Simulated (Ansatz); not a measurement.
# SiC: point defects

Base system: a 16-atom supercell of SiC (space group P6_3mc, No. 186; a = 3.094 Å, c = 10.129 Å) at its relaxed geometry.

One neutral defect a cell, atoms relaxed at fixed cell.

Calculations: Kohn–Sham DFT with the PBE functional, run in Ansatz (an electronic-structure program) with PAW and 420 eV plane waves, scalar-relativistic without spin-orbit coupling.

```json
[
 {"case": "perfect supercell", "pressure": "0.0 GPa", "largest displacement of a host atom from its site in the perfect cell": "–"},
 {"case": "C interstitial (started 1.98 Å from the nearest host atom), symmetric start", "pressure": "13.8 GPa", "largest displacement of a host atom from its site in the perfect cell": "0.54 Å"},
 {"case": "H interstitial (started 1.98 Å from the nearest host atom), symmetric start", "pressure": "2.4 GPa", "largest displacement of a host atom from its site in the perfect cell": "0.05 Å"},
 {"case": "Re on a Si site", "pressure": "[?]", "largest displacement of a host atom from its site in the perfect cell": "[?]"},
 {"case": "C on a Si site (antisite)", "pressure": "-11.2 GPa", "largest displacement of a host atom from its site in the perfect cell": "[?]"},
 {"case": "Pb on a C site, symmetric start", "pressure": "30.3 GPa", "largest displacement of a host atom from its site in the perfect cell": "0.61 Å"}
]
```

Problem. What belongs in the blanks?

Solution. 
- Re on a Si site, pressure: 7.4 GPa
- Re on a Si site, largest displacement of a host atom from its site in the perfect cell: 0.15 Å
- C on a Si site (antisite), largest displacement of a host atom from its site in the perfect cell: 0.21 Å

Other magnetic orders, which the real material may have, were not ruled out. In so small a cell the defect repeats every few ångströms: this is an ordered compound, not a dilute defect. A case with no gap was solved on a k-mesh chosen for an insulator, which is coarse for it. Defects with a symmetric start kept the site's symmetry and may sit on a saddle; the others started slightly shaken. Starting moments died away, wholly or in part, for C interstitial (started 1.98 Å from the nearest host atom), Re on a Si site, C on a Si site (antisite) and Pb on a C site; another magnetic solution may exist.
